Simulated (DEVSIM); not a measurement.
Device: abrupt Si n-p junction, at 250 K.

```tsv
layer (left to right)	material	thickness (μm)	Nd (cm⁻³)	Na (cm⁻³)	τn (s)	τp (s)
1	Si	89.0	3.1e16	-	5.3e-5	5.3e-5
2	Si	13.0	-	2.8e17	5.3e-5	5.3e-5
```

Left contact: ohmic. Right contact: ohmic. Voltage is applied to the left contact. Recombination: SRH at mid-gap, radiative. Mobility is μmin + (μ − μmin)/(1 + (N/Nref)^α).

This is a model device: material constants are rounded textbook-type values typed into the input, and sizes, dopings and lifetimes were drawn at random. Values at 300 K; Nc and Nv go as T^1.5, mobilities as T to minus their exponent, the gap by Varshni's rule with the affinity fixed.

```csv
parameter,Si
gap (eV),1.124
affinity (eV),4.05
permittivity,11.7
Nc (cm⁻³),2.86e19
Nv (cm⁻³),3.1e19
μn (cm²/Vs),1417
μp (cm²/Vs),470
"μn,min",52
"μp,min",45
"Nref,n",9.7e16
"Nref,p",2.2e17
αn,0.68
αp,0.72
T exponent of μn,2.3
T exponent of μp,2.2
B (cm³/s),4.7e-15
Varshni α (eV/K),0.000473
Varshni β (K),636
```

DEVSIM, 1D drift-diffusion, Boltzmann statistics, complete ionisation; no tunnelling, impact ionisation, image-force lowering or self-heating.

### Question
Tabulate band edges, carrier densities and field at zero bias.

### Answer
Energies count from the Fermi level of the right contact; mesh points crowd at the junctions.

```
x (μm)   Ec (eV)  Ev (eV)  n (cm⁻³)  p (cm⁻³)  field (V/cm)
-------  -------  -------  --------  --------  ------------
0.000      0.141   -0.995    3.1e16     < 1e2           ≈ 0
0.05125    0.141   -0.995    3.1e16     < 1e2           ≈ 0
0.2119     0.141   -0.995    3.1e16     < 1e2           ≈ 0
0.7153     0.141   -0.995    3.1e16     < 1e2           ≈ 0
3.461      0.141   -0.995    3.1e16     < 1e2           ≈ 0
10.90      0.141   -0.995    3.1e16     < 1e2           ≈ 0
34.21      0.141   -0.995    3.1e16     < 1e2           ≈ 0
75.93      0.141   -0.995    3.1e16     < 1e2           ≈ 0
84.85      0.141   -0.995    3.1e16     < 1e2           ≈ 0
87.75      0.141   -0.995    3.1e16     < 1e2           ≈ 0
88.62      0.141   -0.995    3.1e16     < 1e2           ≈ 0
88.93      0.471   -0.665     7.1e9    910000         54000
89.00      0.895   -0.241     < 1e2    3.3e14         84000
89.04      1.039   -0.097     < 1e2    2.7e17          1700
89.26      1.041   -0.096     < 1e2    2.8e17           ≈ 0
89.88      1.041   -0.096     < 1e2    2.8e17           ≈ 0
91.78      1.041   -0.096     < 1e2    2.8e17           ≈ 0
97.12      1.041   -0.096     < 1e2    2.8e17           ≈ 0
100.9      1.041   -0.096     < 1e2    2.8e17           ≈ 0
101.7      1.041   -0.096     < 1e2    2.8e17           ≈ 0
101.9      1.041   -0.096     < 1e2    2.8e17           ≈ 0
102.0      1.041   -0.096     < 1e2    2.8e17           ≈ 0
```
